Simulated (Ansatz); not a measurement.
System: stishovite (SiO2). Method: rVV10 (Ansatz, an electronic-structure program, PAW).

Settings: plane-wave cutoff 520 eV, 8×8×12 k mesh (along the axes of the cell as run), Fermi–Dirac smearing 0.01 eV, scalar-relativistic PAW data made under PBE.

Cell (relaxed at this level):

```cif
data_O4Si2
_chemical_formula_sum 'Si2 O4'
_space_group_name_H-M_alt 'P 1'
_space_group_IT_number 1
_cell_length_a 4.24112
_cell_length_b 4.24112
_cell_length_c 2.70437
_cell_angle_alpha 90.000
_cell_angle_beta 90.000
_cell_angle_gamma 90.000
loop_
_space_group_symop_operation_xyz
  'x, y, z'
loop_
_atom_site_label
_atom_site_type_symbol
_atom_site_fract_x
_atom_site_fract_y
_atom_site_fract_z
_atom_site_occupancy
Si1 Si 0.00000 0.00000 0.00000 1
Si2 Si 0.50000 0.50000 0.50000 1
O1 O 0.30685 0.30685 0.00000 1
O2 O 0.80685 0.19315 0.50000 1
O3 O 0.19315 0.80685 0.50000 1
O4 O 0.69315 0.69315 0.00000 1
```

**Question.** Give the computed bulk modulus B0, band gap and pressure derivative B′ of the bulk modulus.

**Answer.** 
- bulk modulus B0 = 258 GPa
- band gap = 4.86 eV (direct)
- pressure derivative B′ of the bulk modulus = 5.8

Measured, for comparison: bulk modulus 310 ± 1 GPa (300 K, not corrected to a static lattice; as tabulated in arXiv:1001.2066). Computed (rounded) less measured: bulk modulus -17 %.

Note: the bulk modulus comes from volumes at which shape and atoms were relaxed.

Static lattice: no zero-point or thermal effects.

Cost on a shared machine: very roughly 5 core-minutes.
